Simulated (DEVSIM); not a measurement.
Schottky contact on n-type Si

Device: Schottky contact on n-type Si, at 250 K.

```
layer (left to right)  material  thickness (μm)  Nd (cm⁻³)  τn (s)  τp (s)
---------------------  --------  --------------  ---------  ------  ------
1                            Si            1.70     9.2e15    7e-5  2.1e-5
```

Left contact: Schottky, work function 4.67 eV, emission velocity 5.2e6 cm/s. Right contact: ohmic. Voltage is applied to the left contact. Recombination: SRH at mid-gap, radiative, Auger. Gap narrowing is on: ΔEg = 6.92 meV × (l + √(l² + 0.5)), l = ln(N/1.3e17 cm⁻³), shared equally by both band edges. Mobility is constant in doping.

The device is made up for the run: typed textbook-type constants, with dimensions and the other settings drawn at random. Values at 300 K; Nc and Nv go as T^1.5, mobilities as T to minus their exponent, the gap by Varshni's rule with the affinity fixed.

```
parameter               Si
----------------  --------
gap (eV)             1.124
affinity (eV)         4.05
permittivity          11.7
Nc (cm⁻³)          2.86e19
Nv (cm⁻³)           3.1e19
μn (cm²/Vs)           1417
μp (cm²/Vs)            470
T exponent of μn       2.3
T exponent of μp       2.2
B (cm³/s)          4.7e-15
Cn (cm⁶/s)         2.8e-31
Cp (cm⁶/s)         9.9e-32
Varshni α (eV/K)  0.000473
Varshni β (K)          636
```

Simulated with DEVSIM: 1D drift-diffusion, Boltzmann statistics, complete ionisation; no tunnelling, impact ionisation, image-force lowering or self-heating. Metal contacts follow the ideal Schottky-Mott rule: no Fermi-level pinning, no interface dipoles.

The potential step across the device at zero bias is 0.452 V, the largest field in the device at zero bias is 35000 V/cm and the dark forward voltage at 1 A/cm² is 0.262 V. The dark forward voltage at 100 A/cm² is 0.370 V.

Dark reverse current:

```json
[
 {"V (V)": "-0.10", "J (A/cm²)": "-5.4e-6"},
 {"V (V)": "-0.25", "J (A/cm²)": "-5.5e-6"},
 {"V (V)": "-0.50", "J (A/cm²)": "-5.6e-6"},
 {"V (V)": "-0.75", "J (A/cm²)": "-5.6e-6"},
 {"V (V)": "-1.00", "J (A/cm²)": "-5.6e-6"},
 {"V (V)": "-1.50", "J (A/cm²)": "-5.7e-6"},
 {"V (V)": "-2.00", "J (A/cm²)": "-5.7e-6"},
 {"V (V)": "-2.50", "J (A/cm²)": "-5.7e-6"},
 {"V (V)": "-3.25", "J (A/cm²)": "-5.7e-6"},
 {"V (V)": "-4.00", "J (A/cm²)": "-5.7e-6"},
 {"V (V)": "-5.00", "J (A/cm²)": "-5.7e-6"}
]
```

Small-signal capacitance in reverse bias (quasi-static):

```csv
V (V),C (nF/cm²)
-0.1,37.9
-0.25,33.5
-0.5,28.6
-0.75,25.4
-1,23.1
-1.5,19.9
-2,17.7
-2.5,16.1
-3.25,14.4
-4,13.1
-5,11.9
```
